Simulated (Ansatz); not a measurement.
# Energy of rock-salt BAs (model structure) less that of zinc-blende BAs, by level of theory

No measured value is used here.

```tsv
level (code)	value (meV/atom)
LDA (Ansatz)	875
PBE-D4 (Ansatz)	849
rVV10 (Ansatz)	973
r²SCAN (Ansatz)	1035
r²SCAN-D4 (Ansatz)	1017
r²SCAN+rVV10 (Ansatz)	1010
```

Each level is taken at its own relaxed cell. Ansatz's density-functional and Hartree–Fock values are scalar-relativistic unless marked +SOC, with PAW data made under PBE.

A model structure was made by putting elements into a prototype or built by hand; it is no filed structure, need not be a known phase, and can be a saddle point held by its symmetry.

Ansatz is a program for electronic structure.
